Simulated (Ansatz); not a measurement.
## HfN: response to strain

The reference is HfN in the rock salt structure (space group Fm-3m, No. 225; a = 4.4683 Å; relaxed with 0.1 eV smearing). Axes: x, y, z lie along the cube axes.

Strains are applied to the cell and any free atomic positions relax; under biaxial strain the out-of-plane vector relaxes too.

Level of theory: LDA (Ansatz, an electronic-structure program), no spin-orbit coupling.

Notes on the quantities. pressure: mean of the normal stresses, compression positive.

| change | ratio −ε⊥/ε∥ | pressure |
|---|---|---|
| base | – | 0.0 GPa |
| biaxial strain −3.00 %, plane normal [001], relaxed out of plane | 0.35 | 18.2 GPa |
| biaxial strain −2.00 %, plane normal [001], relaxed out of plane | 0.35 | 11.4 GPa |
| biaxial strain −1.50 %, plane normal [001], relaxed out of plane | 0.34 | 8.3 GPa |
| biaxial strain −1.00 %, plane normal [001], relaxed out of plane | 0.34 | 5.3 GPa |
| biaxial strain −0.50 %, plane normal [001], relaxed out of plane | – | 2.6 GPa |
| biaxial strain +1.00 %, plane normal [001], relaxed out of plane | 0.33 | -4.7 GPa |
| biaxial strain +1.50 %, plane normal [001], relaxed out of plane | 0.33 | -6.8 GPa |
| biaxial strain +2.00 %, plane normal [001], relaxed out of plane | 0.33 | … |
| biaxial strain +3.00 %, plane normal [001], relaxed out of plane | 0.33 | -12.4 GPa |

Q: Fill in the withheld entries from the trend.

A: 
- biaxial strain +2.00 %, plane normal [001], relaxed out of plane, pressure: -8.8 GPa

No phonon test of stability was made. The final runs are not spin-polarised. An odd electron count without spin: HfN.
